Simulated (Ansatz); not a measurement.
## Effective masses and thermopower of monolayer As

Consider the following.

```
CELL_PARAMETERS angstrom
      3.64114     0.00000     0.00000
     -1.82057     3.15332     0.00000
      0.00000     0.00000    17.27314
ATOMIC_POSITIONS crystal
  As 0.66667 0.33333 0.53998
  As 0.33333 0.66667 0.46002
```

These are PBE with spin-orbit coupling, rigid bands (plane waves, PAW; Ansatz, a first-principles code) values and carry that method's errors. Condition of this run: biaxial strain +1 % with spin-orbit coupling. Geometry: cell and atoms relaxed with PBE, then loaded as said.

```json
{
 "band_gap": "1.59 eV",
 "electron conductivity mass (300 K, dilute)": "0.24 mₑ",
 "hole conductivity mass (300 K, dilute)": "0.194 mₑ",
 "effective density of states N_c (300 K)": "2.0e13 cm⁻²",
 "effective density of states N_v (300 K)": "1.8e12 cm⁻²",
 "Seebeck coefficient, n-type 1.7e12 cm⁻², 300 K": "-378 μV/K",
 "Seebeck coefficient, p-type 1.7e12 cm⁻², 300 K": "163 μV/K"
}
```

Rigid bands; masses and Seebeck coefficients take one relaxation time τ for all states and one kind of carrier; polarons and phonon drag are left out.
